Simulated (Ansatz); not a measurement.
**Cu2O, pressure series**

Consider Cu₂O (space group Pn-3m, No. 224; a = 4.246 Å).

Cell and atoms are relaxed at each pressure.

Calculations: r2SCAN (Ansatz, an electronic-structure program, PAW, no SOC).

```tsv
variant	density	band gap	shortest interatomic distance
base	6.21 g/cm³	0.79 eV	183.8 pm
pressure −2 GPa	6.11 g/cm³	0.76 eV	184.8 pm
pressure −1 GPa	___	___	___
pressure 0.9 GPa	6.25 g/cm³	0.81 eV	183.4 pm
pressure 2.1 GPa	6.31 g/cm³	0.83 eV	182.9 pm
pressure 4.5 GPa	6.42 g/cm³	0.87 eV	181.8 pm
pressure 9 GPa	6.60 g/cm³	0.95 eV	180.1 pm
pressure 15 GPa	6.82 g/cm³	1.04 eV	178.1 pm
pressure 22.5 GPa	7.07 g/cm³	0.94 eV	176.0 pm
pressure 30 GPa	7.30 g/cm³	0.81 eV	174.2 pm
```

Fill in the withheld entries from the trend.


- pressure −1 GPa, density: 6.16 g/cm³
- pressure −1 GPa, band gap: 0.78 eV
- pressure −1 GPa, shortest interatomic distance: 184.3 pm

Load acts through the strain it causes; cell and atoms are relaxed under it. Whether these cells are dynamically stable was not tested. No other phases were tried under pressure. No Hubbard U is applied. All final runs are without spin polarisation.
